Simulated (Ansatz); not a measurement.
# A constructed model of the (0001) surface of hcp Ru, p(2x2) surface alloy, Pb on one Ru site of the top plane (bottom of the slab: a bare face, its two planes held)

All values below come from PBE (plane waves to 420 eV, PAW; Ansatz, an electronic-structure program).

Set-up: 24 atoms, 10.7 Å thick at the start; mesh 8x8x1; 0.1 eV smearing; dipole correction on; 8 atoms held, the rest relaxed; start symmetry kept, larger cells not searched; no spin, no spin-orbit, no U. It is one candidate, not shown to be the stable structure of the face.

```yaml
work_function_of_the_top_face: 4.15 eV
energy_released_by_relaxation: 1.48 eV
cost: roughly 8 core-minutes
```
